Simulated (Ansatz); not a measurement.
Base system: MgO in the rock salt structure (space group Fm-3m, No. 225; a = 4.214 Å). Axes: x, y, z lie along the cube axes.

Computed with DFT with PBEsol, PAW potentials and a 420 eV plane-wave cutoff in Ansatz (an electronic-structure program), spin-orbit coupling left out.

Base values:

The valence-band top at Γ comes out as 0.00, 0.00, 0.00 eV and the band gap is 4.62 eV.

Perturbation: the cell is stretched by 1.00 % along z with no lateral relaxation; the atoms relax in the strained cell.

**Question.** Predict the new stress, valence-band top at Γ, band gap and energy relative to the base.

**Answer.** The stress (xx, yy, zz, yz, xz, xy; compression positive) is (-0.87, -0.87, -2.75, 0.00, 0.00, 0.00) GPa; the valence-band top at Γ (three highest levels, from the VBM) goes from 0.00, 0.00, 0.00 eV to 0.00, -0.02, -0.02 eV; the band gap drops by 0.11 eV (4.62 eV → 4.51 eV); the energy goes up by 0.8 meV/atom.

Stability against distortions was not tested.
